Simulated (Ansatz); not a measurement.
A relaxation of the atoms of La₁₂InCo₆ (Im-3, 19 atoms in the cell) with Ansatz (a program for electronic structure).

Method of the run: PBEsol, default PAW files made with PBE (plane waves; Ansatz).

```xyz
19
Lattice="-5.0211 5.0211 5.0211 5.0211 -5.0211 5.0211 5.0211 5.0211 -5.0211" Properties=species:S:1:pos:R:3 pbc="T T T"
La     1.9078     3.1275     5.0211
La     3.1133     1.8936     0.0000
La     6.9289     1.8936     0.0000
La    -1.9078     3.1275     5.0211
La     5.0211     1.9078     3.1275
La     0.0000     3.1133     1.8936
La     0.0000     6.9289     1.8936
La     5.0211    -1.9078     3.1275
La     3.1275     5.0211     1.9078
La     1.8936     0.0000     3.1133
La     1.8936     0.0000     6.9289
La     3.1275     5.0211    -1.9078
In     0.0000     0.0000     0.0000
Co     0.0000     5.0211     3.8448
Co     5.0211     0.0000     1.1763
Co     3.8448     0.0000     5.0211
Co     1.1763     5.0211     0.0000
Co     5.0211     3.8448     0.0000
Co     0.0000     1.1763     5.0211
```

Reference input (self-consistent single point, DFT, PBEsol, plane waves, default PAW files made with PBE): kpoints.mp_grid.grid = 3 3 3; hamiltonian.xc = pbesol; hamiltonian.pseudopotentials = {kind: paw} (the program's default PAW files); scf.occupations.method = fermi_dirac; scf.occupations.width = 0.0073 Ry. This run's input differs from it in these lines:

```diff
@@ -32,2 +32,3 @@
   occupations: { method: fermi_dirac, width: 0.0073 Ry }
+relax: {}
 output:
```

The program printed (abridged):

```
   [... SCF lines of the steps left out ...]
relax step   1: F+E_penalty+E_count = -110021.66430445 eV  Δ(F+E_penalty+E_count) = +0.000e0 eV  max|allowed force component| = 1.480e-1 eV/Å  Δτ_max = 0.0000 Å  (7 SCF iters, dr2 threshold 2.50e-6 eV, accepted)
relax step   2: F+E_penalty+E_count = -110021.68156946 eV  Δ(F+E_penalty+E_count) = -1.727e-2 eV  max|allowed force component| = 1.338e-1 eV/Å  Δτ_max = 0.0377 Å  (8 SCF iters, dr2 threshold 1.37e-6 eV, accepted)
relax step   3: F+E_penalty+E_count = -110021.69012176 eV  Δ(F+E_penalty+E_count) = -8.552e-3 eV  max|allowed force component| = 9.476e-2 eV/Å  Δτ_max = 0.0128 Å  (7 SCF iters, dr2 threshold 1.12e-6 eV, accepted)
relax step   4: F+E_penalty+E_count = -110021.69518092 eV  Δ(F+E_penalty+E_count) = -5.059e-3 eV  max|allowed force component| = 3.513e-2 eV/Å  Δτ_max = 0.0131 Å  (6 SCF iters, dr2 threshold 4.50e-6 eV, accepted)
relax step   5: F+E_penalty+E_count = -110021.69702001 eV  Δ(F+E_penalty+E_count) = -1.839e-3 eV  max|allowed force component| = 1.086e-2 eV/Å  Δτ_max = 0.0094 Å  (7 SCF iters, dr2 threshold 1.70e-7 eV, accepted)
relax step   6: F+E_penalty+E_count = -110021.69786338 eV  Δ(F+E_penalty+E_count) = -8.434e-4 eV  max|allowed force component| = 1.056e-3 eV/Å  Δτ_max = 0.0080 Å  (7 SCF iters, accepted)
the relaxation is at rest under the 24 symmetry operations that the run kept from its start: a minimum is not shown …
Free energy (F): -110021.697863 eV
Internal energy: -110021.089010 eV  (E = F + TS)
E sigma→0 (E₀):  -110021.393437 eV
Entropy (-TS):   -0.608853 eV (-32.045 meV/atom)
Fermi energy:    12.454420 eV
--- Forces (eV/Å), atoms counted from 1 ---
  atom   1  La    -0.00098694     0.00105629    -0.00000000
  atom   2  La     0.00098694    -0.00105629    -0.00000000
  atom   3  La    -0.00098694    -0.00105629     0.00000000
  atom   4  La     0.00098694     0.00105629    -0.00000000
  atom   5  La    -0.00000000    -0.00098694     0.00105629
   [... lines left out ...]
    - { symbol: Co, position: [0.12017617778936586, 0.6201761777893658, 0.5] }
    - { symbol: Co, position: [0.49999999999999994, 0.879823822210634, 0.37982382221063415] }
    - { symbol: Co, position: [0.5, 0.12017617778936586, 0.6201761777893658] }
    - { symbol: Co, position: [0.37982382221063415, 0.5, 0.8798238222106342] }
    - { symbol: Co, position: [0.6201761777893658, 0.5, 0.12017617778936585] }
```

The run converged.  The full log also holds: “iter 5 did not close the SCF: its close was put off for the readings that it lacked (scf_convergence_deferred on its scf_iter line)”.

Summary of the result:
- Free energy E − TS (on the zero of these files) = -110021.6979 eV
- Fermi level (on the code's own zero) = 12.45 eV
- Pressure = -1.32 GPa
- Largest force (vector length) = 0.001 eV/Å
- Relaxation steps = 6

The starting cell comes from a database of computed structures (which also holds hypothetical and non-ambient phases and stackings), without a prior relaxation at this level. Its lattice was rescaled by a random factor within 2.5 % of one. Spin polarisation is off. The relaxation keeps the symmetry of its start, so its end need not be a minimum. Ansatz's pressure includes its estimate of the finite-basis (Pulay) stress.

Cost on one core of a shared machine: roughly 3 min.

Keys are those of Ansatz 0.2.
